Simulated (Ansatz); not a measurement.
Ag_W (bcc W host)

Method: PBE, PAW (plane waves to 420 eV; Ansatz, an electronic-structure program). Details: 54-site cell; 4×4×4 shifted k-points; start: the W site; no spin–orbit coupling; energies good to tenths of an eV; the relaxation kept the symmetry of the starting site.

Neighbours after relaxation, in Å: of the Ag atom: W 2.80, W 2.80, W 2.80, W 2.80, W 2.80, W 2.80, W 2.80, W 2.80 (the shell may go on).

Formation energies E_f are those of the neutral cell. Chemical conditions: host crystal and elements as references (Δμ(W) = 0.00 eV, Δμ(Ag) = 0.00 eV; Ag taken from its element, since no compound that bounds it was computed at this level; only phases computed here count, gases as isolated molecules at 0 K). Reference phases: Ag: fcc Ag, W: bcc W.

| charge | moment (μB) | point group | largest move off a lattice site (Å) | E_f, host crystal and elements as references (eV) |
|---|---|---|---|---|
| 0 | not spin-polarised | Oh | 0.04 | 2.25 |

Point groups are those of the whole cell at tolerances of 0.03 and 0.1 Å ("near" where only the looser one holds); none is given for unsettled states.

All states together cost about 11 core-minutes (a rough figure).
